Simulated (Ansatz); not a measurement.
## MoS2: pressure series

Take MoS₂ in the 3R-MoS2 type structure (space group R3m, No. 160; layered, stacked along the Cartesian z axis) as the base.

```
CELL_PARAMETERS angstrom
      1.55780     0.89940     5.78545
     -1.55780     0.89940     5.78545
      0.00000    -1.79879     5.78545
ATOMIC_POSITIONS crystal
  Mo 0.00004 0.00004 0.00004
  S  0.75647 0.75647 0.75647
  S  0.57679 0.57679 0.57679
```

Cell and atoms are relaxed at each pressure.

All numbers come from PBEsol-D3(BJ), PAW, 420 eV (Ansatz, a first-principles code; no spin-orbit coupling).

Two rows of this table had their results exchanged by mistake.

```json
[
 {"pressure": "pressure −1 GPa", "volume per atom (Å³)": "16.48", "shortest distance (Å)": "2.383", "band gap": "0.58 eV"},
 {"pressure": "pressure 3 GPa", "volume per atom (Å³)": "15.61", "shortest distance (Å)": "2.371", "band gap": "0.33 eV"},
 {"pressure": "pressure 7 GPa", "volume per atom (Å³)": "15.03", "shortest distance (Å)": "2.360", "band gap": "0.15 eV"},
 {"pressure": "pressure 15 GPa", "volume per atom (Å³)": "14.20", "shortest distance (Å)": "2.341", "band gap": "zero"},
 {"pressure": "pressure 30 GPa", "volume per atom (Å³)": "13.14", "shortest distance (Å)": "2.312", "band gap": "zero"},
 {"pressure": "pressure 50 GPa", "volume per atom (Å³)": "10.66", "shortest distance (Å)": "2.229", "band gap": "zero"},
 {"pressure": "pressure 75 GPa", "volume per atom (Å³)": "11.30", "shortest distance (Å)": "2.252", "band gap": "zero"},
 {"pressure": "pressure 100 GPa", "volume per atom (Å³)": "12.17", "shortest distance (Å)": "2.282", "band gap": "zero"}
]
```

Problem. Which two?

Solution. The rows for pressure 50 GPa and pressure 100 GPa: the volume has to fall steadily with pressure, so 12.17 Å³ belongs to pressure 50 GPa and 10.66 Å³ to pressure 100 GPa.

A case with no gap was solved on a k-mesh chosen for an insulator, which is coarse for it. Load acts through the strain it causes; cell and atoms are relaxed under it. No phonon test of stability was made. No other phases were tried under pressure. The final runs are not spin-polarised. The zero or small gap of MoS2 under pressure 7 GPa, MoS2 under pressure 15 GPa and MoS2 under pressure 30 GPa can change with the level of theory.
